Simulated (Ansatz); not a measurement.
The structure below was relaxed with PBEsol-D3(BJ) (Ansatz, an electronic-structure program), spin-orbit coupling left out, at pressure −1 GPa.

```
Bi2Te3
1.0
    2.17313     1.25466     9.95405
   -2.17313     1.25466     9.95405
    0.00000    -2.50931     9.95405
Bi Te
2 3
Direct
  0.40045   0.40045   0.40045
  0.59955   0.59955   0.59955
  0.00000   0.00000   0.00000
  0.20834   0.20834   0.20834
  0.79166   0.79166   0.79166
```

Problem. Find the space group and the Wyckoff positions.

Solution. Space group R-3m, hexagonal axes (No. 166); a = 4.346 Å, b = 4.346 Å, c = 29.862 Å, α = 90.00°, β = 90.00°, γ = 120.00°

| atom | site | symmetry | x | y | z |
|---|---|---|---|---|---|
| Bi | 6c | 3m | 0.0000 | 0.0000 | 0.4004 |
| Te | 3a | -3m | 0.0000 | 0.0000 | 0.0000 |
| Te | 6c | 3m | 0.0000 | 0.0000 | 0.2083 |

Load acts through the strain it causes; cell and atoms are relaxed under it. Stability against distortions was not tested. The cell was made from Bi₂Te₃ in the Bi2Te3 type structure (space group R-3m, No. 166) by this change: pressure −1 GPa.
